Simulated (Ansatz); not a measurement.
Start from AlN in the wurtzite structure (space group P6_3mc, No. 186).

```
CELL_PARAMETERS angstrom
      3.08878     0.00000     0.00000
     -1.54439     2.67496     0.00000
      0.00000     0.00000     4.94326
ATOMIC_POSITIONS crystal
  Al 0.33333 0.66667 0.00000
  Al 0.66667 0.33333 0.50000
  N  0.33333 0.66667 0.38200
  N  0.66667 0.33333 0.88200
```

Cartesian axes are those of the cell as printed.

Computed with DFT with LDA, PAW potentials and a 420 eV plane-wave cutoff in Ansatz (an electronic-structure program), scalar-relativistic without spin-orbit coupling.

Modification: an isotropic linear strain of +0.60 %, atoms relaxed at fixed cell.

**Question.** Predict the stress tensor and what it implies for the stiffness.

**Answer.** Stress of the strained cell less that of the base (GPa, compression positive):
```
  -3.77    0.00    0.00
   0.00   -3.77    0.00
   0.00    0.00   -3.43
```

Then B = −ΔP/(ΔV/V₀) with ΔV/V₀ = 0.0181 gives secant stiffness values (nonlinear terms included at this strain): B (at held cell shape, above the free-shape value) ≈ 202 GPa.

No phonon test of stability was made.
